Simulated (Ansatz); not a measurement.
Consider CdS in the wurtzite structure (space group P6_3mc, No. 186; a = 4.1966 Å, c = 6.8290 Å).

The values are results of Ansatz (a quantum-chemistry and plane-wave program), PBE, PAW, cutoff 420 eV, no SOC, not measurements.

Base values:

| Item | Value |
|---|---|
| Electron mass | 0.12 mₑ along c, 0.13 mₑ across (at Γ) |
| Pressure | 0.00 GPa |
| Gap character | direct at Γ |

Now apply this change: an isotropic linear strain of −2.01 %; the atoms relax in the strained cell.

Question: What happens to the electron mass, energy relative to the base, pressure and gap character?

Answer: The electron mass goes from 0.12 mₑ along c, 0.13 mₑ across (at Γ) to 0.13 mₑ along c, 0.14 mₑ across (at Γ); the energy grows by 17 meV/atom; the pressure (mean of the normal stresses, compression positive) goes from zero to 3.72 GPa; the gap character is still direct at Γ.

Effective masses come from finite differences of ±0.01 Å⁻¹. Stability against distortions was not tested.
